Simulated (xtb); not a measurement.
xtb 6.7.1, GFN1-xTB: Cd(SeH)(OSiH3) ([SiH3][O][Cd][SeH]), 8 atoms. The geometry is a generated start, not checked to be a minimum at this level.

- run flags = --grad
- method = GFN1-xTB
- --acc = 1 (default)
- --etemp (K) = 300 (default)
- basis functions = 36
- valence electrons = 22

```xyz
8

Cd    -0.9614    -0.0595     1.2800
Se    -1.7315     2.1900     1.7078
H     -2.7106     2.0006     2.7523
O      0.6688    -0.1014     0.1815
Si     1.0930    -0.8443    -1.1702
H     -0.1196    -1.1855    -1.9620
H      1.8212    -2.0887    -0.8756
H      1.9402     0.0889    -1.9138
```

Charge 0 and multiplicity 1 are set for this test and not shown to be the ground state.

One run each on 1 thread. Values of broydamp tried: 0.02, 0.05, 0.1, 0.2, 0.4 (default), 0.6, 0.8, 1.

**Question.** Predict the course of the SCC iterations along this series.

**Answer.** Fewest SCC iterations, within one of each other: 0.2 with 12, 0.4 (default) with 12, 0.6 with 11. The count rises to 19 at 0.02. All converge to one solution.

| broydamp | SCC iterations | end |
|---|---|---|
| 0.02 | 19 | same solution |
| 0.05 | 18 | same solution |
| 0.1 | 15 | same solution |
| 0.2 | 12 | same solution |
| 0.4 (default) | 12 | same solution |
| 0.6 | 11 | same solution |
| 0.8 | 16 | same solution |
| 1 | 19 | same solution |
